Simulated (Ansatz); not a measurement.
The starting structures come from a database of crystals and need not be the phases stable at ambient conditions.

 Where the default PAW files enter, the runs use the earlier of Ansatz's two default sets.

**Evanescent states of K$_{2}$GeF$_{6}$ (P6_3mc, not sure to be the ambient phase, 18 atoms a cell, 14.3 Å³ an atom) along the normal of (001)**

The numbers are results of r2SCAN (plane waves, PAW; Ansatz, an electronic-structure program), not measurements.

No gap correction and no spin-orbit coupling; mid-gap values are interpolated between computed energies.

Energies count from the valence-band top; κ is the least over a 6×6 mesh across the current.

```tsv
E (eV)	κ (1/Å)	where
0.17	0.365	Γ
0.49	0.429	Γ
0.82	0.473	Γ
1.16	0.506	Γ
1.49	0.530	Γ
1.81	?	Γ
2.15	?	Γ
2.48	?	Γ
2.81	?	Γ
3.13	?	Γ
3.46	?	Γ
3.79	?	Γ
4.12	?	Γ
4.46	?	Γ
4.79	?	Γ
5.12	?	Γ
5.45	?	Γ
5.78	0.444	Γ
6.11	0.404	Γ
6.43	0.352	Γ
6.76	0.282	Γ
7.09	0.168	Γ
```

Problem. Fill in the missing entries.

Solution. 
- 1.81, κ (1/Å): 0.548
- 2.15, κ (1/Å): 0.561
- 2.48, κ (1/Å): 0.569
- 2.81, κ (1/Å): 0.573
- 3.13, κ (1/Å): 0.574
- 3.46, κ (1/Å): 0.571
- 3.79, κ (1/Å): 0.564
- 4.12, κ (1/Å): 0.554
- 4.46, κ (1/Å): 0.541
- 4.79, κ (1/Å): 0.524
- 5.12, κ (1/Å): 0.503
- 5.45, κ (1/Å): 0.476
